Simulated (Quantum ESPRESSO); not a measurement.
A self-consistent single point of Lu2AlCo3 (R3m, 6 atoms in the cell) with Quantum ESPRESSO.

Method: LDA (PZ), PSlibrary ultrasoft (LDA) pseudopotentials (plane waves; Quantum ESPRESSO).

```xyz
6
Lattice="2.5911 1.4960 3.7881 -2.5911 1.4960 3.7881 0.0000 -2.9919 3.7881" Properties=species:S:1:pos:R:3 pbc="T T T"
Lu     0.0000     0.0000     4.2678
Lu     0.0000     0.0000     7.1463
Al     0.0000     0.0000     0.0000
Co     1.2955     0.7480     1.8940
Co    -1.2955     0.7480     1.8940
Co     0.0000    -1.4960     1.8940
```

Reference input (self-consistent single point, DFT, LDA (PZ), plane waves, PSlibrary ultrasoft (LDA) pseudopotentials): ecutwfc = 55 Ry; ecutrho = 440 Ry; occupations = smearing; smearing = fd; degauss = 0.0073499 Ry; K_POINTS = automatic 4 4 4 0 0 0; conv_thr = 1e-09 Ry; mixing_beta = 0.4. This run's input differs from it in these lines:

```diff
@@ -17,3 +17,3 @@
    smearing = 'fd'
-   degauss = 0.0073499
+   degauss = 0.02205
 /
@@ -35,3 +35,3 @@
 K_POINTS {automatic}
-4 4 4  0 0 0
+5 5 5  0 0 0
 CELL_PARAMETERS {alat}
```

Log, with long lists cut:

```
     Self-consistent Calculation

     iteration #  1     ecut=    55.00 Ry     beta= 0.40

     total energy              =    -482.01218333 Ry
     estimated scf accuracy    <       1.57027497 Ry

     iteration #  2     ecut=    55.00 Ry     beta= 0.40

     total energy              =    -481.27590660 Ry
     estimated scf accuracy    <      24.00730499 Ry

     iteration #  3     ecut=    55.00 Ry     beta= 0.40

     total energy              =    -482.75617110 Ry
     estimated scf accuracy    <       0.20723034 Ry

   [... 14 blocks of this kind left out ...]

     iteration # 18     ecut=    55.00 Ry     beta= 0.40

     total energy              =    -482.83873674 Ry
     estimated scf accuracy    <          6.5E-09 Ry

     iteration # 19     ecut=    55.00 Ry     beta= 0.40
     c_bands:  1 eigenvalues not converged
     End of self-consistent calculation

     the Fermi energy is    13.0064 ev

!    total energy              =    -482.83873706 Ry
     estimated scf accuracy    <          6.9E-10 Ry
     smearing contrib. (-TS)   =      -0.12830567 Ry
     internal energy E=F+TS    =    -482.71043139 Ry

     convergence has been achieved in  19 iterations

     Forces acting on atoms (cartesian axes, Ry/au):

     atom    1 type  1   force =     0.00000000    0.00000000   -0.00907733
     atom    2 type  1   force =     0.00000000    0.00000000    0.00357754
     atom    3 type  2   force =     0.00000000    0.00000000   -0.00008752
     atom    4 type  3   force =    -0.00125987   -0.00072739    0.00186244
     atom    5 type  3   force =     0.00125987   -0.00072739    0.00186244
     atom    6 type  3   force =     0.00000000    0.00145477    0.00186244

     Total force =     0.010581     Total SCF correction =     0.000025

          total   stress  (Ry/bohr**3)                   (kbar)     P=      -45.40
  -0.00044086   0.00000000  -0.00000000          -64.85        0.00       -0.00
   0.00000000  -0.00044086  -0.00000000            0.00      -64.85       -0.00
   0.00000000  -0.00000000  -0.00004418            0.00       -0.00       -6.50

   JOB DONE.
```

The run converged in 19 iterations. Against the reference run the free energy goes down by 130 meV/atom, the pressure goes from -6.41 to -4.54 GPa and the largest force goes from 0.292 to 0.233 eV/Å.

The starting cell comes from a database of computed structures (which also holds hypothetical and non-ambient phases and stackings), without a prior relaxation at this level. Its lattice was rescaled by up to half a per cent. One atom was moved a little off its site on purpose. Spin-orbit coupling is off. Spin polarisation is off. With a pressure of about -5 GPa the cell is away from its equilibrium volume at this level.

Cost on one core of a shared machine: roughly 4 min.
